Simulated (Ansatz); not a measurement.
# ZrAl₃ (I4/mmm, No. 139)

All values below come from LDA in Ansatz (plane waves, PAW).

Numerical settings: plane-wave cutoff 520 eV, 20×20×20 k mesh, Fermi–Dirac smearing 0.05 eV, scalar-relativistic PAW data made under PBE.

Cell: relaxed at this level.

* **equilibrium volume per atom**: 16.65 Å³/atom
* **bulk modulus**: 113 GPa
* **band gap**: none
* **lattice parameter a**: 3.954 Å
* **c axis length**: 17.042 Å
* **pressure derivative B′ of the bulk modulus**: 4.1

Note: the bulk modulus comes from volumes at which shape and atoms were relaxed.

Spin–orbit coupling is not included.

The computed numbers hold no vibrational or temperature effects.

Ansatz is a program for electronic structure.
